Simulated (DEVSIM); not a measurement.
Device: Si p-i-n diode, at 300 K.

Layer 1 from the left is Si, thickness (μm) 0.230, Na (cm⁻³) 2.6e17, τn (s) 2.5e-7, τp (s) 2.5e-7. Layer 2 from the left is Si, thickness (μm) 0.950, Nd (cm⁻³) 2.9e11, τn (s) 2.5e-7, τp (s) 2.5e-7. Layer 3 from the left is Si, thickness (μm) 0.320, Nd (cm⁻³) 1.6e17, τn (s) 2.5e-7, τp (s) 2.5e-7.

Left contact: ohmic. Right contact: ohmic. Voltage is applied to the left contact. Recombination: SRH at mid-gap, radiative, Auger. Mobility is constant in doping.

Constants are typed, rounded textbook-type inputs, not results; the design itself was drawn at random and stands for no fabricated device. Values at 300 K.

Si: gap (eV) 1.124, affinity (eV) 4.05, permittivity 11.7, Nc (cm⁻³) 2.86e19, Nv (cm⁻³) 3.1e19, μn (cm²/Vs) 1417, μp (cm²/Vs) 470, B (cm³/s) 4.7e-15, Cn (cm⁶/s) 2.8e-31, Cp (cm⁶/s) 9.9e-32.

DEVSIM, 1D drift-diffusion, Boltzmann statistics, complete ionisation; no tunnelling, impact ionisation, image-force lowering or self-heating.

Task: What does the simulation give for the potential step across the device at zero bias, the dark forward voltage at 100 A/cm², the dark forward voltage at 1 A/cm²?

Result: potential step across the device at zero bias 0.866 V; dark forward voltage at 100 A/cm² 0.706 V; dark forward voltage at 1 A/cm² 0.583 V.
